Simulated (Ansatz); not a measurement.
The reference is SrTe in the rock salt structure (space group Fm-3m, No. 225; a = 6.607 Å).

Method: DFT with PBEsol, PAW potentials and a 420 eV plane-wave cutoff in Ansatz (an electronic-structure program), without spin-orbit coupling.

Strains are applied to the cell and any free atomic positions relax.

One change was made to it. Results:

| quantity | base | after |
|---|---|---|
| band gap | 1.57 eV | 1.61 eV |
| electron mass | 1.3 mₑ along k, 0.24 mₑ across (at X) | 1.3 mₑ along k, 0.25 mₑ across (at X) |
| smallest direct gap | 2.33 eV | 2.36 eV |
| hole mass (degenerate bands, along [100]) | 0.14, 0.85, 0.85 mₑ (at Γ) | 0.15, 0.87, 0.87 mₑ (at Γ) |

Problem. Which change produced these results?
(A) isotropic strain −1.50 %
(B) isotropic strain +0.50 %
(C) isotropic strain +2.00 %
(D) isotropic strain +1.50 %
(E) isotropic strain −3.00 %

Solution. B, isotropic strain +0.50 %. For comparison, the band gap in the other runs: isotropic strain +1.50 % gives 1.69 eV; isotropic strain −3.00 % gives 1.29 eV; isotropic strain +2.00 % gives 1.72 eV; isotropic strain −1.50 % gives 1.44 eV.

Spin-orbit coupling, missing from the scalar runs, can matter with Te. Masses are band curvatures over ±0.01 Å⁻¹ around the edge. Along k means along the line from Γ to the band edge. Whether these cells are dynamically stable was not tested.
